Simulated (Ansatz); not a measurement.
The band gap in a series of structures.

Cell A: TlF (rock salt, Fm-3m), 2 atoms in the cell; this is a cell from a database of computed structures that this text hasn't matched to a measured one, k-point mesh 10×10×10 on the run's own vectors.
```xyz
2
Lattice="0.0000 2.7784 2.7784 2.7784 0.0000 2.7784 2.7784 2.7784 0.0000" Properties=species:S:1:pos:R:3 pbc="T T T"
Tl     0.0000     0.0000     0.0000
F      2.7784     2.7784     2.7784
```

Cell B: TlF (Pbcm), 8 atoms in the cell, k-point mesh 8×6×6 on the run's own vectors.
```xyz
8
Lattice="0.0000 0.0000 -5.1800 0.0000 -5.6326 0.0000 -6.1705 0.0000 0.0000" Properties=species:S:1:pos:R:3 pbc="T T T"
Tl    -4.6162    -2.7835    -3.8850
Tl    -1.5544    -2.8491    -1.2950
Tl    -4.6162    -0.0328    -1.2950
Tl    -1.5544    -5.5998    -3.8850
F     -0.8552    -2.3957    -3.8850
F     -5.3153    -3.2369    -1.2950
F     -0.8552    -0.4206    -1.2950
F     -5.3153    -5.2120    -3.8850
```

Plane-wave PAW calculations with Ansatz (an electronic-structure program), its default PAW set, cutoff 500 eV. The structures are at rest with r2SCAN+D4; other levels are single points on them. Neutral cells; Fermi-Dirac smearing of at most 0.05 eV in the solids, energies taken to zero width. The lattices are those relaxed with r2SCAN+D4, so at other levels the solids can be strained. Cells are local rest points, mostly with their start's symmetry. Spin-orbit coupling is left out. A dispersion term ran beside these levels; it doesn't touch the electrons. Gaps are highest filled to lowest empty Kohn-Sham level on the run's k-point mesh, states of defects and surfaces included; edges off the mesh make the true gap smaller, and under 0.08 eV counts as none.

Question: Give the band gap (eV) at the level r2SCAN, cell by cell.

Answer: 
| cell | r2SCAN |
|---|---|
| A | 2.36 (direct) |
| B | 3.48 (indirect) |

With r2SCAN the value of B exceeds that of A by 1.12 eV.
